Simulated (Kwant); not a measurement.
Model system: wire with a side stub in a Si two-dimensional gas. Effective mass 0.19 mₑ, grid spacing 2 nm, hard walls, nominal width 60 nm (29 grid rows, so walls 60 nm apart), one parabolic valley, scattering region 180 nm long along x; energies count from the band bottom; Fermi energy swept from 0.0004398 to 0.0052226 eV. Closed stub on one side, 58 nm wide and 100 nm deep.

Constants are typed, rounded textbook-type inputs, not results; the design itself was drawn at random and stands for no fabricated device.

Model: effective-mass tight-binding model on a square grid, one spin, coherent transport at 0 K (Kwant). Conductance is in e²/h.

How many channels do the leads carry at E = 1.73, 4.54 meV?

The hard-wall thresholds are n² ħ²π²/(2mW²) = n² × 0.550 meV with W = 60 nm. √(1.73/0.550) = 1.77, so 1. √(4.54/0.550) = 2.87, so 2.
